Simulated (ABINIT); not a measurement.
**ABINIT run on MgSnF4 (C2, 12 atoms in the cell): self-consistent single point**

Computed with PBEsol, PAW (JTH v2.0 PBE PAW, files made for PBE) (plane waves; ABINIT 10.0.3).

This input was run:

```
# MgSnF4, JTH v2.0 PBE PAW
pp_dirpath "./"
pseudos "Mg.GGA_PBE-JTH.xml, Sn.GGA_PBE-JTH.xml, F.GGA_PBE-JTH.xml"
acell 3*1.0 Angstrom
rprim
         6.5810900000   -2.7657100000    0.0000000000
         6.5810900000    2.7657100000   -0.0000000000
        -1.6409250000   -0.0000000000    4.8126960000
natom 12
ntypat 3
znucl 12 50 9
typat 1 1 2 2 3 3 3 3 3 3 3 3
xcart
         5.7606275000   -1.0336564554    2.4063480000
         6.5810900000    1.9207302808   -0.0000000000
         8.0842544780    1.2380977386    3.4722639101
         3.4370005220    1.2380977386    1.3404320899
         1.2958463263   -0.7044263370    1.5081545455
        10.2254086736   -0.7044263370    3.3045414545
         3.7593479137   -0.5455639546    2.5487075477
         7.7619070863   -0.5455639546    2.2639884523
         5.3628624868   -2.3815528810    1.0177889501
         6.1583925132   -2.3815528810    3.7949070499
         5.5452599803    0.4790762862    1.0024364498
         5.9759950196    0.4790762862    3.8102595502
      Angstrom
ecut 24
pawecutdg 48
pawxcdev 0
ixc -116133
occopt 1
nband 55
kptopt 1
ngkpt 3 3 3
nshiftk 1
shiftk 0 0 0
nstep 50
tolvrs 1.0e-10
diemac 9
prtwf 0
prtden 0
prtvol 1
enunit 1
```

Output, abridged:

```
 Symmetries : space group C2 (#  5); Bravais mC (1-face-center monocl.)

 -outvars: echo values of preprocessed input variables --------
            acell      1.8897261329E+00  1.8897261329E+00  1.8897261329E+00 Bohr
           diemac      9.00000000E+00
             ecut      2.40000000E+01 Hartree
           enunit           1
              ixc     -116133
         kptrlatt        3    0    0      0    3    0      0    0    3
          kptrlen      2.88263521E+01
            natom          12
            nband          55
            ngfft          60      60      45
          ngfftdg          90      90      60
             nkpt          10
            nstep          50
             nsym           2
           ntypat           3
        pawecutdg      4.80000000E+01 Hartree
         pawxcdev           0
            rprim      6.5810900000E+00 -2.7657100000E+00  0.0000000000E+00
                       6.5810900000E+00  2.7657100000E+00 -0.0000000000E+00
                      -1.6409250000E+00 -0.0000000000E+00  4.8126960000E+00
          spgroup           5
           tolvrs      1.00000000E-10
            typat      1  1  2  2  3  3  3  3  3  3  3  3
           useylm           1
             xred      6.8687000000E-01  3.1313000000E-01  5.0000000000E-01
                       1.5276000000E-01  8.4724000000E-01  0.0000000000E+00
                       4.8032000000E-01  9.2798000000E-01  7.2148000000E-01
                       7.2019999999E-02  5.1968000000E-01  2.7852000000E-01
                       2.6487000000E-01  1.0169999999E-02  3.1337000000E-01
                       9.8983000000E-01  7.3513000000E-01  6.8663000000E-01
                       4.5027000000E-01  2.5301000000E-01  5.2958000000E-01
                       7.4699000000E-01  5.4973000000E-01  4.7042000000E-01
                       8.6436000000E-01  3.2600000005E-03  2.1148000000E-01
                       9.9674000000E-01  1.3564000000E-01  7.8852000000E-01
                       3.6066000000E-01  5.3388000000E-01  2.0828999999E-01
                       4.6612000000E-01  6.3934000000E-01  7.9171000001E-01
            znucl       12.00000   50.00000    9.00000

== DATASET  1 ==================================================================

 Real(R)+Recip(G) space primitive vectors, cartesian coordinates (Bohr,Bohr^-1):
 R(1)= 12.4364578 -5.2264345  0.0000000  G(1)=  0.0402044 -0.0956675  0.0137080
 R(2)= 12.4364578  5.2264345  0.0000000  G(2)=  0.0402044  0.0956675  0.0137080
 R(3)= -3.1008989  0.0000000  9.0946774  G(3)=  0.0000000  0.0000000  0.1099544
 Unit cell volume ucvol=  1.1822777E+03 bohr^3
 Angles (23,13,12)=  1.07308157E+02  1.07308157E+02  4.55892640E+01 degrees

 Coarse grid specifications (used for wave-functions):

 getcut: wavevector=  0.0000  0.0000  0.0000  ngfft=  60  60  45
         ecut(hartree)=     24.000   => boxcut(ratio)=   2.01714

 Fine grid specifications (used for densities):

 getcut: wavevector=  0.0000  0.0000  0.0000  ngfft=  90  90  60
         ecut(hartree)=     48.000   => boxcut(ratio)=   2.00232

   1.25178202E+04                                ecore*ucvol(ha*bohr**3)

_setup2: Arith. and geom. avg. npw (full set) are    6641.370    6641.362

--- !BeginCycle
solver: {iscf: 17, nstep: 50, nline: 4, wfoptalg: 10, }
tolerances: {tolvrs: 1.00E-10, }
...

     iter   Etot(hartree)      deltaE(h)  residm     nres2
 ETOT  1  -456.90632164297    -4.569E+02 3.649E+00 6.008E+00
 ETOT  2  -461.58931594525    -4.683E+00 4.225E-02 9.211E+01
 ETOT  3  -461.55856139646     3.075E-02 3.011E-02 7.234E+01
 ETOT  4  -461.47311286299     8.545E-02 6.426E-03 2.900E+01
 ETOT  5  -461.41246381660     6.065E-02 4.921E-03 1.204E+00
 ETOT  6  -461.41305051911    -5.867E-04 3.258E-03 7.301E-02
   [... 9 lines left out ...]
 ETOT 16  -461.41318853631    -2.499E-10 8.129E-05 4.385E-08
 ETOT 17  -461.41318853636    -4.843E-11 6.148E-05 2.510E-09
 ETOT 18  -461.41318853637    -1.393E-11 5.770E-05 4.771E-10
 ETOT 19  -461.41318853638    -5.969E-12 4.864E-05 2.248E-10
 ETOT 20  -461.41318853637     3.013E-12 4.045E-05 8.073E-11

 At SCF step   20       nres2   =  8.07E-11 < tolvrs=  1.00E-10 =>converged.

 Cartesian components of stress tensor (hartree/bohr^3)
  sigma(1 1)=  8.67878200E-05  sigma(3 2)=  0.00000000E+00
  sigma(2 2)=  9.98813593E-05  sigma(3 1)= -1.73920078E-05
  sigma(3 3)=  1.06815824E-04  sigma(2 1)=  0.00000000E+00

 ----iterations are completed or convergence reached----

 reduced coordinates (array xred) for   12 atoms
       0.686870000000      0.313130000000      0.500000000000
       0.152760000000      0.847240000000      0.000000000000
       0.480320000001      0.927980000001      0.721480000004
       0.072019999999      0.519679999999      0.278519999996
       0.264869999999      0.010169999999      0.313369999996
       0.989830000001      0.735130000001      0.686630000004
       0.450270000001      0.253010000001      0.529580000004
       0.746989999999      0.549729999999      0.470419999996
       0.864360000001      0.003260000001      0.211480000004
       0.996739999999      0.135639999999      0.788519999996
       0.360659999999      0.533879999999      0.208289999992
       0.466120000001      0.639340000001      0.791710000008
 cartesian forces (eV/Angstrom) at end:
    1     -0.00000000000000     0.01927054510979    -0.00000000000000
    2     -0.00000000000000     0.07396039259475    -0.00000000000000
    3     -0.14363945461436    -0.07913354900017    -0.44482625160026
    4      0.14363945461436    -0.07913354900017     0.44482625160026
    5      0.05864152691605    -0.03215177238878     0.24678719224737
    6     -0.05864152691605    -0.03215177238878    -0.24678719224737
    7     -0.01122332347784     0.01118024818850    -0.14069328359010
    8      0.01122332347784     0.01118024818850     0.14069328359010
    9      0.03917192236135    -0.06466227969201     0.03335223032978
   10     -0.03917192236135    -0.06466227969201    -0.03335223032978
   11     -0.10849070562452     0.11815188404019     0.00805308069141
   12      0.10849070562452     0.11815188404019    -0.00805308069141
 frms,max,avg= 1.3859024E-01 4.4482625E-01   0.000E+00  2.223E-04  0.000E+00 e/A
 length scales=  1.889726132886  1.889726132886  1.889726132886 bohr
              =  1.000000000000  1.000000000000  1.000000000000 angstroms
 Fermi (or HOMO) energy (eV) =   1.25647   Average Vxc (eV)=  -9.36136
 Eigenvalues (   eV  ) for nkpt=  10  k points:
 kpt#   1, nband= 55, wtk=  0.03704, kpt=  0.0000  0.0000  0.0000 (reduced coord)
 -71.07570  -70.91452  -38.05250  -38.02435  -38.01554  -37.88514  -37.87497  -37.85688
 -20.99827  -20.68804  -20.63923  -20.59164  -20.50015  -20.40820  -19.82662  -19.71358
 -18.48847  -18.47628  -18.46580  -18.45804  -18.42561  -18.41942  -18.33183  -18.23569
 -18.20257  -18.17260   -5.18811   -5.17458   -3.96430   -3.40424   -3.21849   -3.14641
  -3.11598   -2.84417   -2.56610   -2.28131   -2.18190   -1.99356   -1.84102   -1.66921
  -1.57445   -1.49344   -1.42342   -1.28389   -1.22239   -1.10199   -1.01929   -0.98991
  -0.78703   -0.54059   -0.49945    1.25647    5.23035    6.41789    6.43233
 prteigrs : prtvol=0 or 1, do not print more k-points.

--- !EnergyTerms
comment             : Components of total free energy in Hartree
kinetic             :  1.07214475525726E+02
hartree             :  1.53943646156416E+02
xc                  : -4.27551298185729E+01
Ewald energy        : -2.67948821262089E+02
psp_core            :  1.05878847601836E+01
local_psp           : -4.40831753333344E+02
spherical_terms     :  1.83765080999537E+01
total_energy        : -4.61413189871727E+02
total_energy_eV     : -1.25556914276666E+04
...

-Cartesian components of stress tensor (GPa)         [Pressure= -2.8782E+00 GPa]
- sigma(1 1)=  2.55338539E+00  sigma(3 2)=  0.00000000E+00
- sigma(2 2)=  2.93861055E+00  sigma(3 1)= -5.11690448E-01
- sigma(3 3)=  3.14262952E+00  sigma(2 1)=  0.00000000E+00

 Calculation completed.
```

The run converged in 20 iterations.

The starting cell comes from a database of computed structures (which also holds hypothetical and non-ambient phases and stackings), without a prior relaxation at this level. The potentials were made for another functional than the one used.

Cost on one core of a shared machine: roughly 10 min.
